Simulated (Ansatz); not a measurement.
Results of rVV10 in Ansatz (PAW) for antifluorite K2Te.

Settings: plane-wave cutoff 520 eV, 8×8×8 k mesh, Fermi–Dirac smearing 0.01 eV, scalar-relativistic PAW data made under PBE.

Results at a series of volumes:

| V (Å³/atom) | E − E_lowest (meV/atom) |
|---|---|
| 42.224 | 8.38 |
| 43.122 | 3.59 |
| 44.021 | 0.86 |
| 44.919 | 0.00 |
| 45.817 | 0.80 |
| 46.716 | 3.10 |
| 47.614 | 6.73 |

Task: Estimate the bulk modulus and its pressure derivative from these points.

Result: V0 = 44.919 Å³/atom, B0 = 14.8 GPa, B′ = 4.5 (fit to the energies at full precision).

Note: the relaxation could not lower the start's symmetry, so the cell can be a saddle point above a distorted one.

Spin–orbit coupling is not included.

The computed numbers hold no vibrational or temperature effects.

Ansatz is an electronic-structure program.
